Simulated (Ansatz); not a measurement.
Worked calculations on one periodic cell of amorphous Hf18O39Y2: Hf18O39Y2, 59 atoms, volume 772.6 Å³, made by a melt-quench on the CHGNet potential and relaxed with DFT. O atoms were pushed apart under 1.9 Å during the dynamics, to hinder bonds among them. It is a model cell: composition and starting density were chosen by hand, and all elements were melted together. Cycles of charging were run to anneal it. All values below come from PBE, scalar-relativistic without spin-orbit coupling (plane waves to 420 eV, PAW; Ansatz, a program for electronic structure). Sampling: a 2×2×2 Γ-centred mesh; Fermi-Dirac width 0.02 eV; no spin polarisation. Its volume was held where the quench left it, its shape was free, and it stands at a mean pressure of 3.5 GPa with stress components up to 3.5 GPa; the relaxation ran on the zone centre alone. Its density went from a set 8.63 to 8.63 g/cm³. The cell is small and was quenched far faster than a real film, so it is one sample of the glass.

Question: Count formal charges (Hf +4, O -2, Y +3). What does the count lead one to expect at the Fermi level, and what does the calculation give?

Answer: 18 × (+4) + 39 × (-2) + 2 × (+3) = 0. The charges balance, so the anion-derived valence states can be full and a gap can open. On this mesh the highest filled and lowest empty level lie 4.10 eV apart, the PBE gap of this cell, with a localised state at one edge or both.

Four energies for an added electron at PBE on the zone centre alone (charged cells in a uniform background, spin-polarised): neutral at the neutral geometry -312909.837 eV; charged at the neutral geometry -312894.079 eV; charged and relaxed -312894.276 eV; neutral at the charged geometry -312909.255 eV.

Question: Find the two relaxation energies and their sum, the reorganisation energy.

Answer: On charging: -312894.079 − (-312894.276) = 0.197 eV. On discharging: -312909.255 − (-312909.837) = 0.582 eV. The sum is 0.779 eV. The carrier's level spreads over 8 of the 59 atoms' worth, so it counts as partly localised, most on one Hf atom with neighbours O 1.97 Å, O 2.00 Å, O 2.04 Å, O 2.08 Å, O 2.32 Å (neutral geometry). The values are uncorrected: the image energy of a point charge in this cell, 2.84 × 14.40 / (2 × 9.2) = 2.2 eV before screening, is screened by electrons alone at the fixed geometry and by ions too after relaxing, and the carrier can be spread before it relaxes, so each term can be off by up to that value times 1/ε∞, some tenths of an eV. PBE's self-interaction favours spread-out carriers, so a hybrid can localise more.

Four energies for a hole at PBE on the zone centre alone (charged cells in a uniform background, spin-polarised): neutral at the neutral geometry -312909.837 eV; charged at the neutral geometry -312921.306 eV; charged and relaxed -312921.601 eV; neutral at the charged geometry -312909.195 eV.

Question: Find the two relaxation energies and their sum, the reorganisation energy.

Answer: On charging: -312921.306 − (-312921.601) = 0.295 eV. On discharging: -312909.195 − (-312909.837) = 0.642 eV. The sum is 0.937 eV. The carrier's level spreads over 4 of the 59 atoms' worth, so it counts as localised, most on one O atom with neighbours Hf 1.92 Å, Hf 1.98 Å (neutral geometry). The values are uncorrected: the image energy of a point charge in this cell, 2.84 × 14.40 / (2 × 9.2) = 2.2 eV before screening, is screened by electrons alone at the fixed geometry and by ions too after relaxing, and the carrier can be spread before it relaxes, so each term can be off by up to that value times 1/ε∞, some tenths of an eV. PBE's self-interaction favours spread-out carriers, so a hybrid can localise more.
